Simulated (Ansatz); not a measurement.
Worked example: self-consistent single point of Zr₂As (P4/nmm, 6 atoms in the cell) in Ansatz (a program for electronic structure).

Level of theory: revPBE, default PAW files made with PBE (plane waves; Ansatz).

```xyz
6
Lattice="4.5980 0.0000 0.0000 0.0000 4.5980 0.0000 0.0000 0.0000 7.0158" Properties=species:S:1:pos:R:3 pbc="T T T"
Zr     0.0000     0.0000     0.0000
Zr     2.2990     2.2990     0.0000
Zr     2.2990     0.0000     1.8943
Zr     0.0000     2.2990     5.1215
As     2.2990     0.0000     4.9111
As     0.0000     2.2990     2.1047
```

Reference input (self-consistent single point, DFT, revPBE, plane waves, default PAW files made with PBE): kpoints.mp_grid.grid = 6 6 4; kpoints.mp_grid.shift = 0.5 0.5 0.5; hamiltonian.xc = revpbe; hamiltonian.pseudopotentials = {kind: paw} (the program's default PAW files); scf.occupations.method = cold; scf.occupations.width = 0.05 eV. This run's input differs from it in these lines:

Ansatz 0.2 input:
```diff
@@ -13,3 +13,3 @@
 kpoints:
-  mp_grid: { grid: [6, 6, 4], shift: [0.5, 0.5, 0.5] }
+  mp_grid: { grid: [6, 6, 4], shift: [0.0, 0.0, 0.5] }
 hamiltonian:
```

Output (repeated stretches shortened):

```
SCF iter   1: F=—  HF=-26476.086200 eV  |F-HF|=—  |Δ(HF+E_count)|=         —  Δρ=5.42e-3  dr2=1.44e-1  ethr=1.77e-3  ⟨swp⟩=5.6  Hψ=3509  notcnv=0
all-band conjugate gradients solve this SCF's bands
preconditioner: auto → Kerker (q_TF=auto, 2.451 Å⁻¹)
SCF iter   2: F=—  HF=-26476.075607 eV  |F-HF|=—  |Δ(HF+E_count)|=   1.06e-2  S|Δr|=    0.00e0  Δρ=2.93e-3  dr2=4.21e-2  ethr=1.85e-4  ⟨swp⟩=1.1  Hψ=1101  notcnv=0  defer=2
   [... lines left out ...]
SCF iter   6: F=—  HF=-26476.072894 eV  |F-HF|=—  |Δ(HF+E_count)|=   9.02e-6  S|Δr|=    0.00e0  Δρ=4.59e-5  dr2=5.06e-6  ethr=6.29e-8  ⟨swp⟩=3.0  Hψ=1711  notcnv=0  defer=3
SCF iter   7: F=—  HF=-26476.072893 eV  |F-HF|=—  |Δ(HF+E_count)|=   3.50e-7  S|Δr|=    0.00e0  Δρ=1.27e-5  dr2=6.41e-7  ethr=6.49e-9  ⟨swp⟩=2.0  Hψ=1604  notcnv=0  defer=3
SCF iter   8: F=-26476.072893 eV  HF=-26476.072893 eV  |F-HF|=1.14e-8  |Δ(HF+E_count)|=   1.16e-7  S|Δr|=    0.00e0  Δρ=4.16e-6  dr2=6.75e-8  ethr=1.28e-10  ⟨swp⟩=9.3  Hψ=3815  notcnv=0
SCF 1 converged in 8 iterations: F = -26476.072893 eV  dr2 = 6.75e-8
Stability not checked (fill_not_monotonic)
Free energy (F): -26476.072893 eV
Internal energy: -26476.069095 eV  (E = F + TS)
E sigma→0 (E₀):  -26476.071627 eV
Entropy (-TS):   -0.003798 eV (-0.633 meV/atom)
Fermi energy:    11.613795 eV
--- Forces (eV/Å), atoms counted from 1 ---
  atom   1  Zr     0.00000000     0.00000000    -0.00000000
  atom   2  Zr     0.00000000     0.00000000    -0.00000000
  atom   3  Zr     0.00000000     0.00000000     3.41495648
  atom   4  Zr     0.00000000     0.00000000    -3.41495648
  atom   5  As     0.00000000     0.00000000     0.88412748
  atom   6  As     0.00000000     0.00000000    -0.88412748
--- Stress (GPa, compression-positive) ---
       -8.658224       0.000000       0.000000
        0.000000      -8.658224       0.000000
        0.000000       0.000000       2.914606
  P = ⅓ Tr σ = -4.8006 GPa (-48.006 kbar)
  The stress holds the Pulay correction. Without it, at fixed plane waves, as pw.x and ABINIT print it: P = -4.8177 GPa
```

The run converged in 8 iterations. Against the reference run the free energy rises by 1.1 meV/atom, the pressure moves little (-4.89 to -4.80 GPa) and the largest force goes from 3.436 to 3.415 eV/Å.

The starting cell was generated: these elements placed on a structure prototype, without a prior relaxation; it need not be a known phase or ordering of this composition. Forces in this geometry exceed 1 eV/Å. Ansatz's pressure includes its estimate of the finite-basis (Pulay) stress.
